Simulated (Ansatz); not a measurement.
The starting structures come from a database of crystals and need not be the phases stable at ambient conditions.

By PBEsol, the system below comes out a metal.

The ballistic (Sharvin) conductance counts the channels at the Fermi level: G/A = (e²/h) × channels of both spins per area.

Here is the system:

```
YSe
1.0
    4.07065     0.00000     0.00000
   -2.03533     3.52529     0.00000
    2.03533     1.17510     3.32367
Y Se
1 1
Direct
  0.00000   0.50000   0.50000
  0.00000   0.00000   0.00000
```

The cell is taken as given; by PBEsol it stands under a pressure of -2.8 GPa.

The current flows along the normal of the first two printed cell vectors, the (111) plane of the conventional cell. No spin-orbit coupling; the value is a mean over 0.1 eV about the Fermi level.

### Question
State the ballistic conductance per area according to PBEsol run with Ansatz (an electronic-structure program).

### Answer
0.74 × 10¹⁵ S/m² for both spins.
